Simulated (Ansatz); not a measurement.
PrSi (Pnma, No. 62; cell taken from a computed entry) was calculated with r²SCAN+rVV10 in Ansatz (PAW).

Numerical settings: plane-wave cutoff 500 eV, 6×10×8 k mesh (along the axes of the cell as run), Fermi–Dirac smearing 0.05 eV, spin-polarised start, scalar-relativistic PAW data made under PBE.

Computed at the level's own relaxed cell.

Problem. What does this level give for the equilibrium volume per atom?

Solution. 
* **equilibrium volume per atom**: 24.37 Å³/atom

Note: the magnetic order was assumed, not searched for or taken from measurement; the relaxation could not lower the start's symmetry, so the cell can be a saddle point above a distorted one; the 4f shell is treated without U or exact exchange, so its levels and filling can be wrong.

Spin–orbit coupling is not included.

Static lattice: no zero-point or thermal effects.

Ansatz is a program for electronic structure.
